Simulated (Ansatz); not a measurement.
Here is the system:

```yaml
crystal:
  lattice:
    - [3.08390, 0.00000, 0.00000]
    - [-1.54195, 2.67074, 0.00000]
    - [0.00000, 0.00000, 5.01174]
  atoms:
    - { symbol: Al, position: [0.33333, 0.66667, 0.99792] }
    - { symbol: Al, position: [0.66667, 0.33333, 0.49792] }
    - { symbol: N, position: [0.33333, 0.66667, 0.37708] }
    - { symbol: N, position: [0.66667, 0.33333, 0.87708] }
```

All values below come from r2SCAN with spin-orbit coupling, rigid bands (plane waves, PAW; Ansatz, a program for electronic structure). Condition of this run: biaxial stress in the c plane of 4.5 GPa (compression positive) (the target of the relaxation). Geometry: cell and atoms relaxed with PBEsol, then loaded as said.

Q: Predict the hole conductivity mass (n e² τ/σ) at 300 K, by direction if it differs.

A: 3.9 (x), 3.9 (y), 0.59 (z) mₑ.

Q: Predict the electron conductivity mass (n e² τ/σ) at 300 K, by direction if it differs.

A: 0.33 (x), 0.33 (y), 0.30 (z) mₑ.

Q: And the band gap?

A: 5.03 eV at this level; semilocal functionals usually fall short of the measured gap.

Rigid bands, one relaxation time for all states, no polarons. Geometry: cell and atoms relaxed with PBEsol.
